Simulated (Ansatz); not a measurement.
Defect: Si-vacancy pair (Si on one host Al site, one Al site vacant) in fcc Al, neutral cell. All values below come from PBE, PAW (plane waves to 420 eV; Ansatz, a first-principles code).

Cell of 32 host sites held at the relaxed PBE lattice; a 3×3×3 k-point mesh shifted by half a step; Fermi-Dirac width 0.10 eV, spin-restricted; finite-size errors left in. Static, classical nuclei. Forms of the defect that were not tried may lie lower.

Barriers: single points on a 5×5×5 k-point mesh shifted by half a step at the bands' geometries (they differ from the bands' own by up to 0.06 eV, and are uncertain by about as much).

Relaxed starting cell (atoms counted from 1):

```
CELL_PARAMETERS angstrom
      8.08392     0.00000     0.00000
      0.00000     8.08392     0.00000
      0.00000     0.00000     8.08392
ATOMIC_POSITIONS crystal
  Si 0.99895 0.00487 0.00561
  Al 0.99908 0.00365 0.49917
  Al 0.99910 0.49876 0.00442
  Al 0.99913 0.49784 0.49821
  Al 0.49904 0.99994 0.00053
  Al 0.49906 0.00005 0.50265
  Al 0.49915 0.50198 0.00059
  Al 0.49903 0.50171 0.50234
  Al 0.99901 0.24898 0.75315
  Al 0.99903 0.75233 0.24944
  Al 0.99905 0.75278 0.75331
  Al 0.49897 0.24865 0.24940
  Al 0.49887 0.25023 0.75333
  Al 0.49907 0.75277 0.25082
  Al 0.49914 0.75244 0.75307
  Al 0.24160 0.00458 0.24967
  Al 0.24958 0.99959 0.75289
  Al 0.24373 0.49688 0.25003
  Al 0.24967 0.50221 0.75243
  Al 0.75644 0.00469 0.24954
  Al 0.74823 0.99971 0.75305
  Al 0.75419 0.49667 0.25011
  Al 0.74821 0.50214 0.75245
  Al 0.24169 0.24893 0.00526
  Al 0.24392 0.24956 0.49702
  Al 0.24975 0.75247 0.99993
  Al 0.24991 0.75193 0.50276
  Al 0.75632 0.24912 0.00529
  Al 0.75451 0.24946 0.49721
  Al 0.74834 0.75242 0.99986
  Al 0.74825 0.75208 0.50292
```

End state 1 differs by these moves (Å; atoms that move under 0.08 Å are left out):

```json
[
 {"atom": "1", "element": "Si", "Δx": "0.00", "Δy": "1.95", "Δz": "1.95"}
]
```

Give the forward and backward barriers to end state 1 at the level PBE, PAW.

forward 0.51 eV, backward 0.51 eV; at the saddle point atom 1 has neighbours 2 Al at 2.54, 2 Al at 2.56, 2 Al at 3.05, 2 Al at 3.18 Å. The saddle point's order was not checked, and it lies on a symmetry element of the cell, where a band can be held.

End state 2 differs by these moves (Å; atoms that move under 0.08 Å are left out):

```tsv
atom	element	Δx	Δy	Δz
16	Al	-1.92	1.92	0.00
```

Estimate the forward and backward barriers to end state 2 that PBE, PAW returns for this input.

forward 0.50 eV, backward 0.50 eV; at the saddle point atom 16 has neighbours 2 Al at 2.62, Al at 2.67, 2 Al at 3.05, 2 Al at 3.20; Si at 2.55 Å. The saddle point's order was not checked, and it lies on a symmetry element of the cell, where a band can be held.
